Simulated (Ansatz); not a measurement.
## hcp Ru (1 0 0) on zinc-blende InP (0 0 1) (film strained to the substrate, faces as cut)

A periodic stack without vacuum, hcp Ru (1 0 0) on zinc-blende InP (0 0 1) (film strained to the substrate, faces as cut): substrate slab In10P12, film Ru24, surface cells [[-2, 0], [-1, -1]] and [[3, 0], [0, 1]], film strained by -1.8 and +3.2 %, faces P/P and Ru/Ru as cut (like faces can put a slab off its formula).

The start was prepared with a machine-learned potential, and the result is one local minimum, with the in-plane cell held and forces under 0.04 eV/Å; the film can end far from its bulk form.

All values below come from PBE (plane waves to 420 eV, PAW; Ansatz, a first-principles code). Spin–orbit coupling is left out; the runs are not spin-polarised; PBE gaps are too small against experiment. Its k-point mesh 3×6×1, Fermi–Dirac width 0.05 eV.

```
Quantity                                                                                                                                                                               Value
--------------------------------------------------------------------------------  ----------------------------------------------------------------------------------------------------------
interface area                                                                                                                                                                       35.5 Å²
period                                                                                                                                                                               25.66 Å
gaps between the outermost planes at the two interfaces                                                                                                                      0.10 and 0.21 Å
P–Ru contacts across the interfaces within 1.22 times the sum of covalent radii                                                                                              24, mean 2.50 Å
In–Ru contacts across the interfaces within 1.22 times the sum of covalent radii                                                                                              7, mean 2.78 Å
estimate of the barrier                                                           withheld, since the Fermi level falls at or inside a band of the host, which a slab this thin can't settle
slope of the mean potential energy in the substrate                                                                                                                           +2.4 MV/cm × e
```

```xyz
46
Lattice="8.4163 -0.0153 0.4587 -0.0054 4.2076 0.2466 0.7339 -0.1736 25.7694" Properties=species:S:1:pos:R:3 pbc="T T T"
In     5.6326     0.4511     5.2796
In     1.4848     0.4594     5.0145
In     7.9111     2.9584     2.6354
In     3.7400     3.0195     2.0781
In     5.3830     0.1053    11.1244
In     1.0814     0.1128    11.0407
In     7.6287     2.3863     8.4412
In     3.3626     2.3894     8.2635
In     6.8080     2.0324    14.4463
In     3.4476     2.0692    14.1402
P      5.6635     2.6473     3.8834
P      1.6134     2.6560     3.6307
P      1.2028     1.4083    -0.2210
P      6.4776     1.3985     0.0524
P      5.4347     2.2969     9.7730
P      1.1857     2.3052     9.6518
P      3.4580     0.3736     6.6532
P      7.7052     0.3712     6.8196
P      3.8460     4.0648    16.5932
P      0.6759     3.9363    16.3276
P      3.2164     0.0456    12.5218
P      7.2890     0.0137    12.8392
Ru     7.7381     3.8020    18.7094
Ru     2.1348     3.7761    18.3100
Ru     5.0291     3.8224    18.5425
Ru     7.8013     1.8081    16.9614
Ru     2.1870     1.7032    16.5532
Ru     5.0293     1.9129    16.6293
Ru     6.2506     3.6643    20.9310
Ru     0.6346     3.6734    20.5751
Ru     3.4421     3.6688    20.6887
Ru     6.3549     1.6647    19.1947
Ru     0.7322     1.6571    18.8789
Ru     3.5005     1.6585    18.9642
Ru     4.6899     3.5237    23.1719
Ru     7.5406     3.5237    23.3553
Ru     1.8903     3.5339    23.0490
Ru     4.7875     1.5172    21.4282
Ru     7.6122     1.5127    21.6395
Ru     2.0049     1.5213    21.3207
Ru     3.2283     3.3685    25.4090
Ru     5.9368     3.3624    25.5498
Ru     0.3798     3.4272    25.3715
Ru     3.3025     1.3818    23.6471
Ru     6.0476     1.3757    23.7934
Ru     0.4727     1.4000    23.6102
```
